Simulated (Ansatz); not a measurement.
SrTiO3: response to strain

The parent structure is SrTiO$_{3}$ in the cubic perovskite structure (space group Pm-3m, No. 221; a = 3.9070 Å). Axes: x, y, z lie along the cube axes.

Strains are applied to the cell and any free atomic positions relax; under biaxial strain the out-of-plane vector relaxes too.

Level of theory: Ansatz (a first-principles code), r2SCAN, PAW, cutoff 500 eV, no SOC.

Candidates:
(a) uniaxial strain ε_yy = +3.01 %
(b) isotropic strain −5.78 %
(c) biaxial strain +0.75 %, plane normal [001], relaxed out of plane

Base values:

| Property | Result |
|---|---|
| Band gap | 2.26 eV |

Q: Order them by band gap, lowest first.

A: (a) uniaxial strain ε_yy = +3.01 % (2.14 eV), (c) biaxial strain +0.75 %, plane normal [001], relaxed out of plane (2.22 eV), (b) isotropic strain −5.78 % (2.63 eV)

Stability against distortions was not tested. The final runs are not spin-polarised. Many cubic perovskites are stable only at high temperature; tilts and polar distortions were not tested.
